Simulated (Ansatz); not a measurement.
Consider the following.

```yaml
crystal:
  lattice:
    - [-2.75419, 2.75419, 5.56296]
    - [2.75419, -2.75419, 5.56296]
    - [2.75419, 2.75419, -5.56296]
  atoms:
    - { symbol: Ga, position: [0.50000, 0.50000, 0.00000] }
    - { symbol: Ga, position: [0.25000, 0.75000, 0.50000] }
    - { symbol: Cu, position: [0.00000, 0.00000, 0.00000] }
    - { symbol: Cu, position: [0.75000, 0.25000, 0.50000] }
    - { symbol: Se, position: [0.87500, 0.88422, 0.50922] }
    - { symbol: Se, position: [0.11578, 0.62500, 0.99078] }
    - { symbol: Se, position: [0.37500, 0.36578, 0.49078] }
    - { symbol: Se, position: [0.63422, 0.12500, 0.00922] }
```

No spin polarisation.

All numbers come from Ansatz (a program for electronic structure) LDA, no spin-orbit coupling. Γ-centred 9×9×9 mesh, Fermi–Dirac width 0.05 eV.

Task: What is the computed valence-band top at Γ (three highest levels, from the VBM)?

Result: 0.00, -0.04, -0.04 eV.

Task: What is the computed width of the top valence band?

Result: 1.04 eV.

The levels and masses belong to the bands next to the band gap. The cells carry an imposed strain or load. Stability against distortions was not tested. All final runs are without spin polarisation. The cell was made from GaCuSe$_{2}$ in the chalcopyrite structure (space group I-42d, No. 122) by this change: uniaxial strain ε_zz = +1.50 %.
